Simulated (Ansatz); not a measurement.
We consider fluorite AuAl2, described by revPBE (Ansatz, a quantum-chemistry and plane-wave program, plane waves, PAW).

Numerical settings: plane-wave cutoff 520 eV, 16×16×16 k mesh, Fermi–Dirac smearing 0.05 eV, scalar-relativistic PAW data made under PBE.

Cell (relaxed at this level):

```
CELL_PARAMETERS angstrom
      0.00000     3.04496     3.04496
      3.04496     0.00000     3.04496
      3.04496     3.04496     0.00000
ATOMIC_POSITIONS crystal
  Al 0.25000 0.25000 0.25000
  Al 0.75000 0.75000 0.75000
  Au 0.00000 0.00000 0.00000
```

Task: Give the computed bulk modulus B0 and pressure derivative B′ of the bulk modulus.

Result: 
bulk modulus B0: 100 GPa
pressure derivative B′ of the bulk modulus: 4.9

The run finds no gap.

Spin–orbit coupling is not included; it can shift volumes and moduli of such heavy elements.

Computed values are for the static lattice.
